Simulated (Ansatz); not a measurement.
Pd₃In (Pm-3m), PBEsol, DFPT electron-phonon coupling, linearised Boltzmann equation (Ansatz, a first-principles code): phonon-limited resistivity 10.9 μΩ·cm at 300 K, current-weighted mean free path 11.5 nm, Drude plasma energy 5.21 eV.

Q: What Drude relaxation time do resistivity and plasma energy imply?

A: ω_p = 7.92e15 s⁻¹, so τ = 1/(ε₀ ω_p² ρ) = 16.5 fs, a damping ħ/τ of 39.8 meV.

Q: What is the classical skin depth at 10 GHz (nonmagnetic, μ₀ = 1.257×10⁻⁶ H/m)?

A: δ = √(ρ/(π f μ₀)) = 1660 nm.

Q: Estimate the resistivity of a 40 nm square wire with diffuse walls from ρ ≈ ρ₀(1 + 3ℓ/4d).

A: 1 + 0.75 × 11.5/40 = 1.22, so ρ ≈ 13.3 μΩ·cm and a line 1 μm long has 82.8 Ω. The formula is the free-electron limit for d well above ℓ; grain boundaries add to it.

A metal at this level (no band gap). Only scattering by harmonic phonons is included (no impurities, grain boundaries, electron-electron scattering or thermal expansion). Spin-orbit coupling is left out. The run warned that the eigensolver left some states short of its tolerance. Halving the electron mesh (20x20x20) moves the resistivity by up to 3 % at 300 K, the mean free path by up to 5 %. Smearing 0.20 eV; phonons on a 4x4x4 q mesh, which this run doesn't test.

Computed structure with no diffraction record at hand here (it may be known, metastable or hypothetical): Pd3In (Pm-3m).
